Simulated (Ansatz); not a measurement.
System: interstitial Cu in monoclinic ZrO2 with all lengths changed by +1 % (charge state +1). The step: a direct jump of one Cu atom; the atom moves 3.32 Å along (0.00, 0.36, 0.50) of the unit cell; the moving atom starts with neighbours O at 1.92, 2 O at 1.99, O at 2.33 Å and ends with O at 1.92, 2 O at 1.99, O at 2.33 Å. DFT values are from Ansatz (plane-wave PAW, 420 eV unless said) in a cell of 96 host sites, spin-restricted, static, with no finite-size correction. The charge state is imposed; whether it is stable for some Fermi level was not computed. Sites that were not tried may lie lower. For the PBE band: the saddle point's order was not checked.

```csv
Level,Forward barrier (eV),Cost of the band or of the saddle's single point
"CHGNet universal potential (has no charge state), its own band",1.08,-
"PBE, the Γ point alone, band relaxed",1.31,about 30 core-minutes (a rough figure)
"PBE, a 2×2×2 k-point mesh shifted by half a step, same geometries",1.32,around 7 core-minutes (rough)
```

Ansatz is a first-principles code.
